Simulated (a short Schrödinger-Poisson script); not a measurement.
System: gated Al0.2Ga0.8N/GaN polarisation-induced gas, at 20 K.

```csv
layer,material,thickness (nm),Na (cm⁻³)
1,Al0.2Ga0.8N,10,-
2,GaN,6000,2e14
```

Constants are typed, rounded textbook-type inputs, not results; the design itself was drawn at random and stands for no fabricated device. Al0.2Ga0.8N: permittivity 9.38, conduction-band edge (eV) 0.262, gap (eV) 3.804, electron mass (mₑ) 0.224, Nv at 300 K (cm⁻³) 4.6e19. GaN: permittivity 9.5, conduction-band edge (eV) 0, gap (eV) 3.43, Nv at 300 K (cm⁻³) 4.6e19.

Channel valleys (confinement mass, in-plane density-of-states mass, number): Γ 0.2, 0.2, 1. At the gate the conduction-band edge of layer 1 lies 1.1 eV − eVg above the Fermi level of the channel; the field vanishes at the back. Sheet of polarisation charge: +9.4e12 e/cm² at 10 nm from the gate. The barrier under the gate holds no holes. Gaps are held at their typed values at every temperature. Mesh 0.08 nm at interfaces.

From a short Schrödinger-Poisson script (our own, NumPy): 1D Poisson equation in equilibrium, electrons quantum, Hartree plus LDA exchange-correlation (BenDaniel-Duke, 40 states a valley, the channel's in-plane mass for all, wave functions free to enter the barrier), parabolic valleys, classical holes, full ionisation, no traps, pinning or gate leakage.

The same stack at other levels of the model or other numerical settings:

```csv
run,sheet density of all electrons at Vg = 0.5 V (cm⁻²),sheet density of all electrons at Vg = -0.5 V (cm⁻²),capacitance at Vg = 0.5 V (μF/cm²),centroid of the channel electrons at Vg = 0.5 V (nm),rough cost against the base
base,6.51e12,1.89e12,0.766,1.78,about 1
"electrons treated as classical, Boltzmann",…,2.29e12,…,0.15,0.01
"electrons treated as classical, Fermi-Dirac",6.38e12,1.91e12,…,1.71,0.06
"electrons treated as quantum, Hartree",6.33e12,1.78e12,0.759,2.06,0.6
mesh six times as coarse,6.51e12,1.89e12,0.767,1.72,0.3
one subband a valley,6.51e12,1.89e12,0.763,1.69,0.2
```

Question: Complete the blanks.

Answer: 
- electrons treated as classical, Boltzmann, capacitance at Vg = 0.5 V (μF/cm²): 0.823
- electrons treated as classical, Boltzmann, sheet density of all electrons at Vg = 0.5 V (cm⁻²): 7.42e12
- electrons treated as classical, Fermi-Dirac, capacitance at Vg = 0.5 V (μF/cm²): 0.727

The classical rows ignore confinement, and Boltzmann statistics overrate the density once the band edge passes the Fermi level.
